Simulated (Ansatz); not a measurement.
# Li2S (space group Pn-3m, No. 224; a hypothetical phase, not in the database extracts checked)

```yaml
crystal:
  lattice:
    - [5.22822, 0.00000, 0.00000]
    - [0.00000, 5.22822, 0.00000]
    - [0.00000, 0.00000, 5.22822]
  atoms:
    - { symbol: Li, position: [0.75000, 0.75000, 0.75000] }
    - { symbol: Li, position: [0.75000, 0.25000, 0.25000] }
    - { symbol: Li, position: [0.25000, 0.75000, 0.25000] }
    - { symbol: Li, position: [0.25000, 0.25000, 0.75000] }
    - { symbol: S, position: [0.00000, 0.00000, 0.00000] }
    - { symbol: S, position: [0.50000, 0.50000, 0.50000] }
```

Level of theory: Ansatz (an electronic-structure program) PBE, no spin-orbit coupling. Settings: 7×7×7 k-points, 0.05 eV Fermi–Dirac smearing.

```json
{
 "volume_per_atom": "23.82 Å³",
 "density": "1.07 g/cm³",
 "band_gap": "2.91 eV, indirect, X → Γ",
 "electron_mass": "0.42 mₑ",
 "Hole mass (degenerate bands, along [100])": "2.4 mₑ",
 "Lowest conduction-band minima above the VBM": "Γ 2.91 eV; M along ⟨110⟩ 4.36 eV",
 "total_energy": "-438.175 eV/atom (σ→0; compares only within this code and set-up)"
}
```

Masses are band curvatures over ±0.01 Å⁻¹ around the edge. Whether these cells are dynamically stable was not tested.
